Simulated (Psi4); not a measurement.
Psi4 1.11, PBE/def2-svp: W(O)(NH)(Br)(OMe) (C[O][W](=[NH])(=[O])[Br]), 10 atoms. The geometry is a generated start, not checked to be a minimum at this level.

```json
{
 "task": "energy",
 "method": "pbe",
 "basis": "def2-svp",
 "memory": "3 GB",
 "maxiter": "100",
 "keys_of_the_molecule_block": "symmetry c1",
 "scf_type": "df (default)",
 "guess": "auto, which took SAD (default)",
 "scf_initial_accelerator": "adiis (default)",
 "e_convergence": "1e-06 (default)",
 "d_convergence": "1e-06 (default)",
 "dft_radial_points": "75 (default)",
 "dft_spherical_points": "302 (default)",
 "effective_core_potentials": "those of the basis set, past Kr",
 "basis_functions": "140",
 "grid_points": "216299"
}
```

```xyz
10

W     -0.8334     0.9126    -0.2910
O     -0.5081     2.3969     0.4337
N     -0.7060     0.9379    -2.0732
H     -0.5027     1.1333    -3.0547
Br    -3.1388     0.4689     0.2321
O      0.1133    -0.4323     0.4948
C      1.1825    -1.2013     0.9705
H      0.7982    -2.0961     1.4770
H      1.8196    -1.5103     0.1275
H      1.7754    -0.6097     1.6832
```

Charge 0 and multiplicity 1 are set for this test and not shown to be the ground state.

One run each on 2 threads. Values of diis_max_vecs tried: 3, 6, 10 (default), 20.

Problem. How does the count of SCF iterations change with diis_max_vecs, and where is it least?

Solution. Fewest SCF iterations, within one of each other: 6 with 14, 10 (default) with 13, 20 with 13. The run ends without SCF convergence in 100 iterations at 3.

| diis_max_vecs | SCF iterations | end |
|---|---|---|
| 3 | 100 | no convergence |
| 6 | 14 | same solution |
| 10 (default) | 13 | same solution |
| 20 | 13 | same solution |
